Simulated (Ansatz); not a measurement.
# Lu: Lu → Na

Base system: Lu in the hcp (Mg type) structure (space group P6_3/mmc, No. 194; a = 3.445 Å, c = 5.349 Å).

Perturbation: full substitution Lu → Na; the structure is relaxed again.

Computed with plane-wave PAW DFT at the PBEsol level (Ansatz, a first-principles code, 420 eV), without spin-orbit coupling. k-mesh 14×14×8 (Γ-centred); smearing 0.05 eV (Fermi–Dirac), for the changed cell.

```
quantity                           base             changed         shift
-------------------  ------------------  ------------------  ------------
density                     10.57 g/cm³          1.05 g/cm³   -9.52 g/cm³
lattice parameter a          6.510 bohr          7.028 bohr  +0.5173 bohr
c/a ratio                         1.553               1.634        +0.081
space group          P6_3/mmc (No. 194)  P6_3/mmc (No. 194)             –
band gap                           zero                zero             –
```

Stability against distortions was not tested. This is not the structure that Na has at room temperature and ambient pressure.
